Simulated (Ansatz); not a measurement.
# PBE against PBEsol: ScAl3

Base system: ScAl$_{3}$ in the Cu3Au type structure (space group Pm-3m, No. 221; a = 4.105 Å).

(Cell as relaxed with PBE.)

Levels (all Ansatz, a quantum-chemistry and plane-wave program, PAW, earlier PAW set): PBE (420 eV, spin-orbit coupling left out); PBEsol (420 eV, no spin-orbit coupling).

Each level relaxes its own structure.

```
quantity                  PBE      PBEsol
-------------------  --------  ----------
volume per atom      17.30 Å³  (withheld)
lattice parameter a   4.105 Å  (withheld)
band gap                 zero  (withheld)
```

**Question.** What does PBEsol give?

**Answer.** 
- volume per atom, PBEsol: 16.87 Å³
- lattice parameter a, PBEsol: 4.072 Å
- band gap, PBEsol: zero

PBE's volume per atom lies 0.424 Å³ above PBEsol's (2.5 %); PBE's lattice parameter a lies 0.0338 Å above PBEsol's (0.8 %); the two agree on the band gap. Neither level is exact; PBEsol is the comparison here, not a measurement.

Whether these cells are dynamically stable was not tested. The final runs are not spin-polarised.
